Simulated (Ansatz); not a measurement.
We consider RhPdN2 (model structure, started from the PtCoO2 type, R-3m, No. 166, 4 atoms in the cell), described by LDA in Ansatz (plane waves, PAW).

Numerical settings: plane-wave cutoff 520 eV, 22×22×22 k mesh, Fermi–Dirac smearing 0.05 eV, no spin polarisation, scalar-relativistic PAW data made under PBE.

Cell (relaxed at this level):

```cif
data_N6Pd3Rh3
_chemical_formula_sum 'Rh3 Pd3 N6'
_space_group_name_H-M_alt 'R-3m :H'
_space_group_IT_number 166
_space_group_name_Hall '-R 3 2"'
_cell_length_a 2.90348
_cell_length_b 2.90348
_cell_length_c 18.19109
_cell_angle_alpha 90.000
_cell_angle_beta 90.000
_cell_angle_gamma 120.000
loop_
_atom_site_label
_atom_site_type_symbol
_atom_site_symmetry_multiplicity
_atom_site_Wyckoff_symbol
_atom_site_fract_x
_atom_site_fract_y
_atom_site_fract_z
_atom_site_occupancy
Rh1 Rh 3 b 0.00000 0.00000 0.50000 1
Pd1 Pd 3 a 0.00000 0.00000 0.00000 1
N1 N 6 c 0.00000 0.00000 0.10566 1
```
(The calculation used a cell of 4 atoms; values per cell refer to that cell.)

### Question
Estimate the bulk modulus B0 that the calculation returns.

### Answer

* **bulk modulus B0**: 221 GPa

Note: the run has no spin polarisation, so it can have missed a magnetic state; the bulk modulus is −V dP/dV from two relaxed cells at ±2 % in volume; the relaxation could raise the start's symmetry but not lower it, so the cell can be a saddle point.

Computed values are for the static lattice.

Computing time: roughly 8 core-minutes.

A model structure was made by putting elements into a prototype or built by hand; it is no filed structure, need not be a known phase, and can be a saddle point held by its symmetry.

Ansatz is a quantum-chemistry and plane-wave program.
